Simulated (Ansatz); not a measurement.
**CrCuO2 under a change: isotropic strain +5.17 %**

Take CrCuO$_{2}$ (space group R-3m, No. 166; a = 3.0127 Å, c = 17.1117 Å (hexagonal axes); ferromagnetic) as the base.

It is then changed as follows: the cell is scaled by 1.0517 in all directions, atoms relaxed at fixed cell.

Level of theory: plane-wave PAW DFT at the PBE level (Ansatz, a first-principles code, 420 eV), no SOC. Γ-centred 13×13×13 mesh, Fermi–Dirac width 0.05 eV.

| quantity | base | changed | shift |
|---|---|---|---|
| volume per atom | 11.21 Å³ | 13.04 Å³ | +1.83 Å³ |
| space group | R-3m (No. 166) | R-3m (No. 166) | – |
| shortest interatomic distance | 1.856 Å | 1.972 Å | +0.1165 Å |
| energy relative to the base (free energy F) | 0 meV/atom | +119 meV/atom | +119 meV/atom |
| band gap | 1.08 eV | 0.90 eV | -0.18 eV |
| smallest direct gap | 1.29 eV | 1.13 eV | -0.16 eV |
| width of the top valence band | 1.69 eV | 1.23 eV | -0.46 eV |
| magnetic state | ferromagnetic | ferromagnetic | – |
| largest site moment | 2.42 μB | 2.56 μB | +0.133 μB |
| largest internal atomic displacement | – | 0.021 Å | – |

No phonon test of stability was made. No Hubbard U is applied and the magnetic state is the run's own (CrCuO2 ferromagnetic); small cells can't hold the antiferromagnetic order that many such compounds have, so gaps and moments can be off.
